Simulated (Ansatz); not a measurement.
# Effect of holes 7.0×10^21 cm⁻³ on SnSe2

Base system: SnSe2 in the CdI2 type structure (space group P-3m1, No. 164; a = 3.8403 Å, c = 6.0057 Å; layered, stacked along the Cartesian z axis).

Perturbation: hole doping at 7.0×10^21 cm⁻³ (0.537 per cell), with a uniform compensating background at fixed cell and a 300 K Fermi–Dirac width.

Computed with PBE-D3(BJ) in Ansatz (plane waves to 420 eV, PAW, no spin-orbit coupling). k-mesh 18×18×10 (Γ-centred); smearing 0.0259 eV (Fermi–Dirac).

Gap between the host's bands: 0.39 eV (base 0.36 eV)
Gap character: indirect, K–Γ (79 % along) → k = (0, 0.444, 0.300) in the run's primitive reciprocal basis (base indirect, K–Γ (79 % along) → k = (0, 0.444, 0.300) in the run's primitive reciprocal basis)
Largest internal atomic displacement: 0.036 Å
Fermi level relative to the doped band's edge (positive inside the band; to 0.05 eV): +0.40 eV

Final structure:

```yaml
crystal:
  lattice:
    - [3.84028, 0.00000, 0.00000]
    - [-1.92014, 3.32578, 0.00000]
    - [0.00000, 0.00000, 6.00569]
  atoms:
    - { symbol: Sn, position: [0.00000, 0.00000, 0.00000] }
    - { symbol: Se, position: [0.33333, 0.66667, 0.27128] }
    - { symbol: Se, position: [0.66667, 0.33333, 0.72872] }
```
Cell charge +0.53693.

Charged cell with a jellium background: band edges are those of the host's band count, energies are not comparable with the neutral cell, and many-body gap narrowing is missing. No phonon test of stability was made.

Ansatz is a program for electronic structure.
